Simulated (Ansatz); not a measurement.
## SnO2: pressure 9 GPa

Take SnO2 in the rutile structure (space group P4_2/mnm, No. 136; a = 4.8276 Å, c = 3.2379 Å) as the base.

It is then changed as follows: a hydrostatic pressure of 9 GPa.

Method: PBE, PAW, 420 eV (Ansatz, a first-principles code; no spin-orbit coupling), earlier PAW set. Γ-centred 7×7×10 mesh, Fermi–Dirac width 0.05 eV.

* **Volume per atom**: 12.00 Å³ (base 12.58 Å³)
* **Density**: 6.95 g/cm³ (base 6.63 g/cm³)
* **Lattice parameter a**: 473.4 pm (base 482.8 pm)
* **c/a ratio**: 0.678 (base 0.671)
* **Shortest interatomic distance**: 204.7 pm (base 208.9 pm)
* **Enthalpy H = E + PV relative to the base's energy**: +0.69 eV/atom
* **Band gap**: 1.16 eV (base 0.68 eV)
* **Gap character**: direct at Γ (base direct at Γ)
* **Mean gap deformation potential ΔEg/Δln V**: -10.0 eV
* **Width of the top valence band**: 1.24 eV (base 1.18 eV)
* **Electron mass**: 0.18 mₑ along c, 0.20 mₑ across (at Γ) (base 0.16 mₑ along c, 0.17 mₑ across (at Γ))
* **Hole mass**: 1.7 mₑ along c, 1.3 mₑ across (at Γ)
* **Valence-band top at Γ (three highest levels, from the VBM)**: 0.00, -0.76, -0.76 eV (base 0.00, -0.73, -0.73 eV)

Load acts through the strain it causes; cell and atoms are relaxed under it. Masses are band curvatures over ±0.01 Å⁻¹ around the edge. Whether these cells are dynamically stable was not tested. Competing high-pressure phases were not computed.
